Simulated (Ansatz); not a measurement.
NbAs (space group I4_1md, No. 109)

```
CELL_PARAMETERS angstrom
     -1.73666     1.73666     5.87395
      1.73666    -1.73666     5.87395
      1.73666     1.73666    -5.87395
ATOMIC_POSITIONS crystal
  Nb 0.99889 0.99889 0.00000
  Nb 0.74889 0.24889 0.50000
  As 0.41711 0.41711 0.00000
  As 0.16711 0.66711 0.50000
```

All numbers come from Kohn–Sham DFT with the PBE functional, run in Ansatz (a program for electronic structure) with PAW and 420 eV plane waves, spin-orbit coupling left out, earlier PAW set. k-mesh 19×19×19 (Γ-centred); smearing 0.05 eV (Fermi–Dirac).

```json
{
 "volume_per_atom": "17.72 Å³",
 "density": "7.87 g/cm³",
 "band_gap": "zero",
 "total_energy": "-4704.922 eV/atom (σ→0; compares only within this code and set-up)"
}
```

No phonon test of stability was made. The final runs are not spin-polarised. The zero or small gap of NbAs can change with the level of theory.
